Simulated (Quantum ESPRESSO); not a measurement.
**A series of runs on Ti (P6_3/mmc, 4 atoms in the cell)**

```
CELL_PARAMETERS angstrom
      2.97545     0.00000     0.00000
     -1.48772     2.57681     0.00000
      0.00000     0.00000     9.57351
ATOMIC_POSITIONS crystal
  Ti 0.00000 0.00000 0.00000
  Ti 0.00000 0.00000 0.50000
  Ti 0.33333 0.66667 0.25000
  Ti 0.66667 0.33333 0.75000
```

Base run A: PBEsol, PseudoDojo standard norm-conserving (PBESOL) pseudopotentials in Quantum ESPRESSO, self-consistent single point.

Its settings: ecutwfc = 85 Ry; occupations = smearing; smearing = marzari-vanderbilt; degauss = 0.0036749 Ry; potentials = {Ti: Ti.upf}; K_POINTS = automatic 10 10 3 0 0 0; conv_thr = 1e-10 Ry.

The starting cell was generated: these elements placed on a structure prototype, without a prior relaxation; it need not be a known phase or ordering of this composition. Its lattice was rescaled by a random factor within 2.5 % of one. Spin polarisation is off. In the base run, with a pressure of about -9 GPa the cell is away from its equilibrium volume at this level.

ΔF is the free energy per atom less that of run A. 

Run A gave: pressure (GPa) -8.80.

Runs:
- B: smearing: marzari-vanderbilt → gaussian; degauss: 0.0036749 Ry → 0.0147 Ry
- C: smearing: marzari-vanderbilt → gaussian; degauss: 0.0036749 Ry → 0.02205 Ry
- D: smearing: marzari-vanderbilt → fermi-dirac
- E: smearing: marzari-vanderbilt → fermi-dirac; degauss: 0.0036749 Ry → 0.0073499 Ry
- F: smearing: marzari-vanderbilt → methfessel-paxton
- G: smearing: marzari-vanderbilt → methfessel-paxton; degauss: 0.0036749 Ry → 0.0073499 Ry
- H: degauss: 0.0036749 Ry → 0.0073499 Ry
- I: occupations: smearing → tetrahedra_opt; smearing: marzari-vanderbilt → default; degauss: 0.0036749 Ry → default

Task: What does run E change against A?

Result: The free energy drops by 27.9 meV/atom and the pressure goes from -8.80 to -8.67 GPa.

Task: What does run D change against A?

Result: The free energy drops by 7.1 meV/atom and the pressure stays at -8.80 GPa.

```tsv
run	ΔF (meV/atom)	pressure (GPa)
A	0.00	-8.80
B	-17.0	-8.75
C	-38.0	-8.61
D	-7.1	-8.80
E	-27.9	-8.67
F	-0.07	-8.79
G	-0.21	-8.83
H	-0.35	-8.82
I	3.0	-8.82
```
